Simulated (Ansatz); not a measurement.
The reference is CsPbCl3 in the cubic perovskite structure (space group Pm-3m, No. 221; a = 5.5209 Å).

Structures relaxed with DFT with LDA, PAW potentials and a 420 eV plane-wave cutoff in Ansatz (a quantum-chemistry and plane-wave program), no spin-orbit coupling.

Base:

Simulated powder pattern, Cu Kα1, λ = 1.54056 Å (kinematic, ideal powder, no thermal factors, no anomalous dispersion; the 10 strongest lines at most, above 2 %, up to 2θ = 90°):

| 2θ (°) | I/Imax (%) | hkl |
|---|---|---|
| 16.04 | 16 | (100) |
| 22.76 | 100 | (110) |
| 32.41 | 46 | (200) |
| 39.97 | 48 | (211) |
| 46.49 | 33 | (220) |
| 52.36 | 22 | (310) |
| 62.94 | 26 | (321) |
| 72.59 | 13 | (411) |
| 77.21 | 15 | (420) |
| 86.24 | 11 | (422) |

Modification: every lattice vector is stretched by 1.80 %; the atoms relax in the strained cell.

Where do the lines fall after the change?


Simulated powder pattern, Cu Kα1, λ = 1.54056 Å (kinematic, ideal powder, no thermal factors, no anomalous dispersion; the 10 strongest lines at most, above 2 %, up to 2θ = 90°):

```csv
2θ (°),d (Å),I/Imax (%),hkl
15.75,5.620,15,(100)
22.35,3.974,100,(110)
31.82,2.810,47,(200)
39.23,2.294,49,(211)
45.62,1.987,33,(220)
51.37,1.777,23,(310)
61.70,1.502,27,(321)
71.11,1.325,13,(330)
75.60,1.257,15,(420)
88.67,1.102,16,(431)
```

The indices refer to the base's conventional cell; one index is shown for lines that coincide.

Whether these cells are dynamically stable was not tested. Many cubic perovskites are stable only at high temperature; tilts and polar distortions were not tested. This is not the structure that CsPbCl3 has at room temperature and ambient pressure.
